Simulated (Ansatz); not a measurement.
SnO2 under a change: biaxial strain −1.20 %, plane normal [001], relaxed out of plane

Base system: SnO2 in the rutile structure (space group P4_2/mnm, No. 136; a = 4.8276 Å, c = 3.2381 Å). Axes: x, y, z lie along a, b, c of the conventional cell.

Modification: compressive biaxial strain of 1.20 % in the plane normal to [001], as in epitaxy on a mismatched substrate; the out-of-plane cell vector and the atoms relax.

The values are results of PBE in Ansatz (plane waves to 420 eV, PAW, spin-orbit coupling left out), not measurements. Γ-centred 7×7×10 mesh, Fermi–Dirac width 0.05 eV.

* **Volume per atom**: 12.38 Å³ (base 12.58 Å³)
* **Shortest interatomic distance**: 2.068 Å (base 2.089 Å)
* **Pressure (mean of the normal stresses, compression positive)**: 22.0 kbar (base 0.0 kbar)
* **Band gap**: 0.78 eV (base 0.68 eV)
* **Gap character**: direct at Γ (base direct at Γ)
* **Width of the top valence band**: 1.19 eV (base 1.18 eV)
* **Electron mass**: 0.16 mₑ out of plane, 0.17 mₑ in plane (at Γ) (base 0.16 mₑ along c, 0.17 mₑ across (at Γ))
* **Hole mass**: 1.8 mₑ out of plane, 1.3 mₑ in plane (at Γ)
* **Valence-band top at Γ (three highest levels, from the VBM)**: 0.00, -0.72, -0.72 eV (base 0.00, -0.74, -0.74 eV)
* **Out-of-plane strain**: +0.86 %
* **Ratio −ε⊥/ε∥**: 0.71
* **Mean in-plane stress (compression positive)**: +3.3 GPa

Final structure (turned so that z lies along the plane normal):

```yaml
crystal:
  lattice:
    - [4.76964, 0.00000, 0.00000]
    - [0.00000, 4.76964, 0.00000]
    - [0.00000, 0.00000, 3.26590]
  atoms:
    - { symbol: Sn, position: [0.00000, 0.00000, 0.00000] }
    - { symbol: Sn, position: [0.50000, 0.50000, 0.50000] }
    - { symbol: O, position: [0.30657, 0.30657, 0.00000] }
    - { symbol: O, position: [0.80657, 0.19343, 0.50000] }
    - { symbol: O, position: [0.19343, 0.80657, 0.50000] }
    - { symbol: O, position: [0.69343, 0.69343, 0.00000] }
```

Effective masses come from finite differences of ±0.01 Å⁻¹. No phonon test of stability was made.

Ansatz is a first-principles code.
